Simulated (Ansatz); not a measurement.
The parent structure is HfN in the rock salt structure (space group Fm-3m, No. 225; a = 4.468 Å; relaxed with 0.1 eV smearing). Axes: x, y, z lie along the cube axes.

All numbers come from DFT with LDA, PAW potentials and a 420 eV plane-wave cutoff in Ansatz (a first-principles code), no spin-orbit coupling.

One thing is altered: tensile biaxial strain of 2.00 % in the plane normal to [001], as in epitaxy on a mismatched substrate; the out-of-plane cell vector and the atoms relax.

**Question.** Predict the new in-plane stress, energy relative to the base and out-of-plane strain.

**Answer.** The mean in-plane stress (compression positive) amounts to -13.2 GPa; the energy increases by 19 meV/atom; the out-of-plane strain comes out as -0.66 %.

Whether these cells are dynamically stable was not tested. The final runs are not spin-polarised. An odd electron count without spin: HfN.
